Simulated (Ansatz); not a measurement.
Here is the system:

```
HfO2
1.0
    5.09418     0.00000     0.00000
    0.00000     5.15064     0.00000
    0.87617     0.00000     5.20295
Hf O
4 8
Direct
  0.72386   0.54194   0.70791
  0.27614   0.45806   0.29209
  0.27614   0.04194   0.79209
  0.72386   0.95806   0.20791
  0.55200   0.25747   0.97858
  0.44800   0.74253   0.02142
  0.44800   0.75747   0.52142
  0.55200   0.24253   0.47858
  0.93164   0.66924   0.34625
  0.06836   0.33076   0.65375
  0.06836   0.16924   0.15375
  0.93164   0.83076   0.84625
```

Space group of this cell: P2_1/c. The cell is taken as given; by r2SCAN its mean pressure is 3.8 GPa.

Level of theory: r2SCAN (plane waves, PAW; Ansatz, a first-principles code).

The current runs along the normal of the first two printed vectors; no spin-orbit coupling. Scaled by the factor s: both lengths across the current (ions clamped). Meshes 6×6×6 and 6×6 across the current in all rows.

| s | mean pressure (GPa) | band gap (eV) |
|---|---|---|
| 0.98 | 16.0 | 4.82 |
| 1.00 | 3.8 | 4.64 |
| 1.02 | -6.2 | ? |

Take the slope of the band gap against ln s from the two given rows, extrapolate to s = 1.02, and say what the run there gives.

Slope = (4.82 − 4.64) / ln 0.98 = -8.91 eV. The line gives 4.64 + (-8.91) × ln 1.02 = 4.46 eV. The run gives 4.46 eV, as the line does.
